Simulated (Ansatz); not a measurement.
## CdSe: stress against strain

CdSe (wurtzite, P6_3mc, 29.754 Å³/atom at rest, c along z) under an equal strain ε in the (0001) plane with the normal axis free, as in a coherent film. PBE in Ansatz, a plane-wave DFT program (PAW, default set), 420 eV, 9×9×5 Γ-centred mesh, Fermi-Dirac smearing 0.05 eV; ions are relaxed within the symmetry of each cell. Stress is positive for a compressed cell.

Here s stands for strain and y for stress xx.

```
strain (%)  stress xx (GPa)
----------  ---------------
-1.20                  0.95
-0.60                  0.47
0.00                   0.00
0.60                  -0.45
1.20                  -0.90
3.00                      ?
```

Question: Fit y against s with a straight line, and predict the withheld value at s = 3.00.

Answer: Means: s 0, y 0.014. About the means, the sum of products is -2.7720 and the sum of squares of s is 3.6000; the slope is their ratio. Least squares gives y = 0.014 - 0.7700·s. Residuals (row less fit): 0.012, -0.006, -0.014, -0.002, 0.010; standard error 0.013 (degrees of freedom: 3). The slope gives the biaxial elastic modulus of this plane = 77 ± 0.7 GPa. At the withheld row, y = 0.014 - 0.7700 × 3.0 = -2.296 GPa. The calculation gives -2.13 GPa, 0.166 GPa above the prediction (5.4 % of the range of y in the table). The row lies outside the fitted rows, so this is an extrapolation. From the scatter of the fitted rows alone, a prediction at this place has a standard error of 0.024 GPa, so the miss is 6.9 times that.

One order more, fitted to all 11 runs of the series, follows each within 0.01, so the miss is the next term of a smooth law. Rows are the converged runs of the series near zero and its far end; series whose fitted rows scatter by over a few per cent of the range, as at a crossing or softening among them, aren't shown in this form. Most that stay on the fit to the last digits aren't either.
